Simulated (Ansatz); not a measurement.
Density of states of LiF (Pm-3m) below the valence band maximum, PBEsol, rigid bands in Ansatz (an electronic-structure program); cell volume 16.1 Å³.

(energy from edge (eV), 10⁻³ states/eV/cell): (0.006, 174); (0.031, 432); (0.056, 585); (0.081, 720); (0.106, 857); (0.131, 956); (0.156, 1080); (0.181, 1190); (0.206, 1350); (0.231, 1510); (0.256, 1680); (0.281, 1930); (0.319, 2390); (0.344, 2340); (0.369, 2340); (0.394, 2330); (0.419, 2280); (0.444, 2280); (0.469, 2270); (0.494, 2270); (0.519, 2250); (0.544, 2260); (0.569, 2230); (0.594, 2210)

Problem. What effective density of states at 300 K does this give (∫ g(E) exp(−E/k_BT) dE, both spins, divided by the cell's size)?

Solution. 5.6e20 cm⁻³, a density-of-states mass of 7.9 mₑ, valleys and band degeneracy included.

Spin-orbit coupling is left out. Geometry: cell and atoms relaxed with PBEsol.

Computed structure with no diffraction record at hand here (it may be known, metastable or hypothetical): LiF (Pm-3m).
